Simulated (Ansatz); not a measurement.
Base system: C in the diamond structure (space group Fd-3m, No. 227; a = 3.5538 Å).

Perturbation: cell and atoms relaxed at a pressure of 75 GPa.

Levels (all Ansatz, a program for electronic structure, PAW): PBEsol (420 eV, spin-orbit coupling left out); r2SCAN (500 eV, scalar-relativistic without spin-orbit coupling); HSE06 (420 eV, without spin-orbit coupling).

One geometry, relaxed with PBEsol, under each level:

Notes on the quantities. hole mass: degenerate bands, along [100].

```tsv
level	band gap	lowest conduction level above the VBM at special points	electron mass	hole mass	pressure
PBEsol	4.34 eV	X 4.91 eV; U 5.89 eV; K 5.89 eV; Γ 5.94 eV	1.7 mₑ along k, 0.29 mₑ across (off the special points)	0.27, 0.27, 0.58 mₑ (at Γ)	75.00 GPa
r2SCAN	4.70 eV	X 5.34 eV; U 6.38 eV; K 6.38 eV; Γ 6.29 eV	1.7 mₑ along k, 0.27 mₑ across (off the special points)	0.26, 0.26, 0.52 mₑ (at Γ)	78.97 GPa
HSE06	5.65 eV	X 6.24 eV; U 7.29 eV; K 7.29 eV; Γ 7.41 eV	–	–	–
```

Single points use the geometry relaxed with PBEsol. Their cutoffs differ, which shifts pressures a little. HSE06 was sampled on its mesh, a few special points and the semilocal edge points, so its gap is an upper bound. Load acts through the strain it causes; cell and atoms are relaxed under it. Effective masses come from finite differences of ±0.01 Å⁻¹. Along k means along the line from Γ to the band edge. Stability against distortions was not tested. No other phases were tried under pressure.
